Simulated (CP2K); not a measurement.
CP2K run on Ca2H3Br (P1, 6 atoms in the cell): relaxation of cell and atoms.

Method: PBEsol, GPW, DZVP-MOLOPT-SR-GTH basis, GTH-PBE potentials (GTH_POTENTIALS) in CP2K 2026.2.

```
Ca2H3Br
1.0
    3.90294     0.00000     0.00000
   -1.95147     3.38004     0.00000
    0.00000     0.00000     6.85353
Ca H Br
2 3 1
Direct
  0.67656   0.33846   0.18471
  0.33980   0.67080   0.81487
  0.65430   0.32589   0.85108
  0.32767   0.66617   0.15000
  0.99972   0.99906   0.99772
  0.00194   0.99962   0.50162
```

Reference input (self-consistent single point, DFT PBEsol, GPW, DZVP-MOLOPT-SR-GTH basis, GTH-PBE potentials (GTH_POTENTIALS)): CUTOFF = 500 Ry; REL_CUTOFF = 40 Ry; SMEAR/METHOD = FERMI_DIRAC; ELECTRONIC_TEMPERATURE = 116.05 K; KPOINTS/SCHEME = MONKHORST-PACK 6 6 3; GAMMA_CENTERED = T; XC_FUNCTIONAL = PBE:PBESOL; Ca/BASIS_SET = DZVP-MOLOPT-SR-GTH-q10; Ca/POTENTIAL = GTH-PBE-q10; H/BASIS_SET = DZVP-MOLOPT-SR-GTH-q1; H/POTENTIAL = GTH-PBE-q1; Br/BASIS_SET = DZVP-MOLOPT-SR-GTH-q7. This run's input differs from it in these lines:

```diff
@@ -2,3 +2,3 @@
   PROJECT ca2h3br
-  RUN_TYPE ENERGY_FORCE
+  RUN_TYPE CELL_OPT
   PRINT_LEVEL MEDIUM
@@ -14,2 +14,3 @@
       EPS_DEFAULT 1E-10
+      EXTRAPOLATION USE_GUESS
     &END QS
@@ -22,3 +23,3 @@
       SCF_GUESS ATOMIC
-      EPS_SCF 1E-6
+      EPS_SCF 1E-7
       MAX_SCF 100
@@ -98,2 +99,20 @@
 &END FORCE_EVAL
+&MOTION
+  &CELL_OPT
+    OPTIMIZER BFGS
+    MAX_ITER 60
+    MAX_FORCE 4E-4
+    RMS_FORCE 3E-4
+    EXTERNAL_PRESSURE [GPa] 0
+    PRESSURE_TOLERANCE [bar] 200
+  &END CELL_OPT
+  &PRINT
+    &CELL ON
+    &END CELL
+    &RESTART OFF
+    &END RESTART
+    &RESTART_HISTORY OFF
+    &END RESTART_HISTORY
+  &END PRINT
+&END MOTION
```

Log, with long lists cut:

```
 SCF WAVEFUNCTION OPTIMIZATION

  Step     Update method      Time    Convergence         Total energy    Change
     1 NoMix/Diag. 0.40E+00      -     1.83290216       -88.6143353619 -8.86E+01
     2 Broy./Diag. 0.40E+00      -     0.04384241       -88.3666634451  2.48E-01
     3 Broy./Diag. 0.40E+00      -     0.02568687       -88.5172007885 -1.51E-01
     4 Broy./Diag. 0.40E+00      -     0.00759670       -88.5768248267 -5.96E-02
     5 Broy./Diag. 0.40E+00      -     0.00138444       -88.5757555248  1.07E-03
     6 Broy./Diag. 0.40E+00      -     0.00041178       -88.5717756261  3.98E-03
   [... 2 lines left out ...]
     9 Broy./Diag. 0.40E+00      -     0.00001177       -88.5722176726 -6.08E-05
    10 Broy./Diag. 0.40E+00      -     0.00000086       -88.5722022477  1.54E-05
    11 Broy./Diag. 0.40E+00      -     0.00000055       -88.5721899813  1.23E-05
    12 Broy./Diag. 0.40E+00      -     0.00000008       -88.5721887873  1.19E-06
  *** SCF run converged in    12 steps ***

  Overlap energy of the core charge distribution:               0.00000000000000
  Self energy of the core charge distribution:               -176.54070725192420
  Core Hamiltonian energy:                                     41.69618317672203
  Hartree energy:                                              60.12873637086975
  Exchange-correlation energy:                                -13.85640108293600
  Electronic entropic energy:                                  -0.00000000000000
  Fermi energy:                                                 0.27313699386810

  Total energy:                                               -88.57218878726843
  Total energy (extrapolated to T->0):                        -88.57218878726843

                     Mulliken Population Analysis

   [... lines left out ...]
  Fermi energy:                                                 0.27415303215809
  Total energy:                                               -88.57231659644533
 OPT| Pressure deviation [bar]                                 -19100.0318101676
 OPT| Pressure tolerance [bar]                                    200.0000000000
 OPT| Pressure is converged                                                   NO
  Fermi energy:                                                 0.29264697643005
  Total energy:                                               -88.57351161565347
 OPT| Pressure deviation [bar]                                   -188.4436012181
 OPT| Pressure tolerance [bar]                                    200.0000000000
 OPT| Pressure is converged                                                  YES
   [... lines left out ...]
       4     H        2          0.984363                              0.015637
       5     H        2          0.946533                              0.053467
       6     Br       3          7.381180                             -0.381180
 # Total charge                             30.000000                 -0.000000

 ENERGY| Total FORCE_EVAL ( QS ) energy [hartree]            -88.573511615653473
```

The run converged. 

Summary of the result:
```
Property                                                                                                                  Value
------------------------------------------------  -----------------------------------------------------------------------------
Free energy E − TS                                                                                                -2410.2080 eV
Top of the valence band (on the code's own zero)                                                                        7.50 eV
Gap on the k-point mesh                                                                                                 0.74 eV
Pressure                                                                                                              -0.02 GPa
Largest force (vector length)                                                                                        0.009 eV/Å
Final cell                                        a = 3.8376 Å, b = 3.8325 Å, c = 6.8099 Å, α = 89.94°, β = 90.05°, γ = 120.14°
Final volume per atom                                                                                                  14.44 Å³
Relaxation steps                                                                                                             18
```

The starting cell comes from a database of computed structures (which also holds hypothetical and non-ambient phases and stackings), without a prior relaxation at this level. Its atoms were displaced at random from the sites of space group no. 164. Values carry the incompleteness of an atom-centred basis. The potentials were made for another functional than the one used.

Cost on one core of a shared machine: roughly 6 min.
